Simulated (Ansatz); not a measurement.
Consider interstitial Cu in silicon, charge state +1. Calculation: PBE, PAW (plane waves to 420 eV; Ansatz, a first-principles code).

Cell of 64 host sites held at the relaxed PBE lattice; a 2×2×2 k-point mesh shifted by half a step; Fermi-Dirac width 0.01 eV, spin-restricted; finite-size errors left in. Static, classical nuclei. The charge state is imposed; whether it is stable for some Fermi level was not computed. Sites that were not tried may lie lower.

Barriers: single points on a 3×3×3 k-point mesh shifted by half a step at the bands' geometries.

The step: one Cu atom jumps by itself. Atoms about the jump, Cartesian Å from the middle of the jump, before and after:

| atom | x0 | y0 | z0 | x1 | y1 | z1 |
|---|---|---|---|---|---|---|
| Cu1 | -0.68 | -0.69 | 0.68 | 0.68 | 0.69 | -0.68 |
| Si2 | 0.73 | 0.73 | 2.09 | 0.69 | 0.68 | 2.07 |
| Si3 | -2.09 | 0.73 | -0.73 | -2.07 | 0.68 | -0.69 |
| Si4 | -0.68 | -0.68 | -2.07 | -0.72 | -0.73 | -2.10 |
| Si5 | 2.07 | -0.68 | 0.68 | 2.10 | -0.73 | 0.72 |
| Si6 | 0.73 | -2.09 | -0.73 | 0.69 | -2.07 | -0.69 |
| Si7 | -0.68 | 2.07 | 0.68 | -0.72 | 2.09 | 0.72 |

Task: Where do these atoms stand at the saddle point, and how high is it?

Result: 
```json
[
 {"atom": "Cu1", "x": "0.00", "y": "0.00", "z": "0.00"},
 {"atom": "Si2", "x": "0.72", "y": "0.72", "z": "2.14"},
 {"atom": "Si3", "x": "-2.14", "y": "0.72", "z": "-0.72"},
 {"atom": "Si4", "x": "-0.71", "y": "-0.72", "z": "-2.15"},
 {"atom": "Si5", "x": "2.15", "y": "-0.72", "z": "0.71"},
 {"atom": "Si6", "x": "0.72", "y": "-2.14", "z": "-0.72"},
 {"atom": "Si7", "x": "-0.71", "y": "2.14", "z": "0.71"}
]
```
It lies 0.11 eV above the start and 0.11 eV above the end. The check of the saddle point's order was inconclusive, and it lies on a symmetry element of the cell, where a band can be held.
